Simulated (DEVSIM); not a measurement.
Device: W/SiO2/p-GaSb capacitor, at 300 K.

| layer (left to right) | material | thickness (nm) | Na (cm⁻³) |
|---|---|---|---|
| 1 | SiO2 | 1.20 | - |
| 2 | GaSb | 900 | 4.4e17 |

Metal gate on the left, work function 4.6 eV. Fixed charge at the semiconductor interface -2.8e10 cm⁻² (in units of +e); no interface traps.

Constants are typed, rounded textbook-type inputs, not results; the design itself was drawn at random and stands for no fabricated device. Values at 300 K.

| parameter | SiO2 | GaSb |
|---|---|---|
| gap (eV) | 9 | 0.726 |
| affinity (eV) | 0.9 | 4.06 |
| permittivity | 3.9 | 15.7 |
| Nc (cm⁻³) | - | 2.1e17 |
| Nv (cm⁻³) | - | 1.8e19 |

DEVSIM, 1D Poisson equation in equilibrium, Boltzmann statistics, complete ionisation; no quantum confinement or tunnelling. Metal contacts follow the ideal Schottky-Mott rule: no Fermi-level pinning, no interface dipoles.

The interface trap density was swept, all else fixed.

```
interface trap density (cm^-2 eV^-1)  minimum of the low-frequency capacitance (μF/cm²)  flat-band voltage (V)
------------------------------------  -------------------------------------------------  ---------------------
0                                                                                 0.284                  -0.09
1e10                                                                              0.285                  -0.09
1e11                                                                              0.297                  -0.09
3e11                                                                              0.322                  -0.09
1e12                                                                              0.407                  -0.10
2e12                                                                         (withheld)                  -0.12
```

Task: Complete the blanks.

Result: 
- 2e12, minimum of the low-frequency capacitance (μF/cm²): 0.520
